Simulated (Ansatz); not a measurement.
Take Pd in the fcc (Cu type) structure (space group Fm-3m, No. 225; a = 3.876 Å) as the base.

All numbers come from PBEsol (Ansatz, an electronic-structure program), spin-orbit coupling left out, earlier PAW set.

One change was made to it. Results:

The shortest interatomic distance decreases by 0.056 Å (2.740 Å → 2.684 Å); the density rises by 0.78 g/cm³ to 12.92 g/cm³.

Q: Which of these changes matches the shifts?
A. pressure 15 GPa
B. pressure 50 GPa
C. pressure −2 GPa

A: A, pressure 15 GPa. For comparison, the shortest interatomic distance in the other runs: pressure −2 GPa gives 2.750 Å; pressure 50 GPa gives 2.599 Å.

Load acts through the strain it causes; cell and atoms are relaxed under it. Stability against distortions was not tested. Competing high-pressure phases were not computed. The final runs are not spin-polarised.
